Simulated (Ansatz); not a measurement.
Base system: Ca in the fcc (Cu type) structure (space group Fm-3m, No. 225; relaxed with 0.1 eV smearing).

```xyz
1
Lattice="0.0000 2.7842 2.7842 2.7842 0.0000 2.7842 2.7842 2.7842 0.0000" Properties=species:S:1:pos:R:3 pbc="T T T"
Ca     0.0000     0.0000     0.0000
```

Cartesian axes are those of the cell as printed.

Calculations: r2SCAN, PAW, 500 eV (Ansatz, an electronic-structure program; spin-orbit coupling left out).

Base values:

Band gap: zero

Modification: uniaxial strain ε_zz = −1.75 %, all other strain components held at zero, atoms relaxed at fixed cell.

Q: What does the calculation give for the stress after the change?

A: The stress (xx, yy, zz, yz, xz, xy; compression positive) amounts to (0.3, 0.3, 0.4, 0.0, 0.0, 0.0) GPa.

Q: What does the calculation give for the band gap after the change?

A: The band gap stays zero.

Q: What does the calculation give for the energy relative to the base after the change?

A: The energy rises by 0.9 meV/atom.

Whether these cells are dynamically stable was not tested.
